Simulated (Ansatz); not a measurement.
An Ansatz (a program for electronic structure) input (PBE (Ansatz, PAW, no spin-orbit coupling)):

Ansatz 0.2 input:
```yaml
crystal:
  lattice:
    - [5.8587157388, 0, 0]
    - [0, 5.8587157388, 0]
    - [0, 0, 5.8587157388]
  atoms:
    - { symbol: Cs, position: [0, 0, 0] }
    - { symbol: Pb, position: [0.5, 0.5, 0.5] }
    - { symbol: Br, position: [0.5, 0, 0.5] }
    - { symbol: Br, position: [0, 0.5, 0.5] }
    - { symbol: Br, position: [0.5, 0.5, 0] }
basis: { ecutwfc: 420, ecutrho_ratio: 4, xc_grid: 2, fft_grid_basis: typed }
kpoints: { mp_grid: { grid: [6, 6, 6] } }
hamiltonian:
  xc: pbe
  dispersion: none
  pseudopotentials: { kind: paw }
scf: { occupations: { method: fermi_dirac, width: 0.05 }, convergence: { dr2_threshold: 0.0000000005 } }
relax: { f_tol: 0.005, max_steps: 50 }
output: { forces: true, stress: true }
checkpoint: { write: state.ck, write_every: 1000 }
```

### Question
Which symmetry and how many k-points will the program report, and about how many plane waves at Γ?

### Answer
Space group Pm-3m (ITA 221) with 48 operations, k-points 20 of 216, and 3887 plane waves at Γ.

### Question
And the final pressure?

### Answer
1.60 GPa (compression positive).

The cells carry an imposed strain or load. No phonon test of stability was made. The cell was made from CsPbBr$_{3}$ in the cubic perovskite structure (space group Pm-3m, No. 221) by this change: isotropic strain −2.40 %. Many cubic perovskites are stable only at high temperature; tilts and polar distortions were not tested. This is not the structure that CsPbBr3 has at room temperature and ambient pressure.
